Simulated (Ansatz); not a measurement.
Structures of equal composition on the (111) surface of fcc Al: a pseudomorphic layer of Au in the host's stacking; a pseudomorphic layer of Au in the other hollow. The slabs share one bottom face, and each structure is named by its start. These are constructed structures in small cells; real faces may alloy, dewet or reconstruct in larger ones, and not all known structures of the face are among them. Slabs of about 12 Å, Fermi-Dirac smearing of 0.1 eV. Bottom of the slabs: a bare face, its two planes held. Relaxed from the named starts with such symmetry as they have, on meshes of like density; energies extrapolated to zero smearing; spin only where a row says so; no spin-orbit coupling, no U. Brackets mark spin-polarised runs, whose order is one that fits the cell.

Method: PBE (plane waves to 420 eV, PAW; Ansatz, an electronic-structure program).

Question: Rank these by energy per 1x1 cell (lowest first), as PBE gives it.

Answer: a pseudomorphic layer of Au in the host's stacking (0.000 eV), a pseudomorphic layer of Au in the other hollow (0.035 eV)
